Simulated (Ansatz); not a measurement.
Input:

```xyz
2
Lattice="0.0000 3.0465 3.0465 3.0465 0.0000 3.0465 3.0465 3.0465 0.0000" Properties=species:S:1:pos:R:3 pbc="T T T"
S      0.0000     0.0000     0.0000
Pb     3.0465     3.0465     3.0465
```

A single point on PbS with a change (pressure −2 GPa), its geometry relaxed with PBE.

Method: PBE in Ansatz (plane waves to 420 eV, PAW, with spin-orbit coupling). Γ-centred 10×10×10 mesh, Fermi–Dirac width 0.05 eV.

What is the computed electron mass?

0.087 mₑ along k, 0.065 mₑ across (at L).

What band gap does the calculation give?

0.17 eV.

Estimate the pressure.

-22.0 kbar.

Single points use the geometry relaxed with PBE. Load acts through the strain it causes; cell and atoms are relaxed under it. Masses are band curvatures over ±0.01 Å⁻¹ around the edge. Along k means along the line from Γ to the band edge. Whether these cells are dynamically stable was not tested. The cell was made from PbS in the rock salt structure (space group Fm-3m, No. 225) by this change: pressure −2 GPa. A zero or small gap of PbS under pressure −2 GPa can be the functional's error rather than a property of the material.

Ansatz is an electronic-structure program.
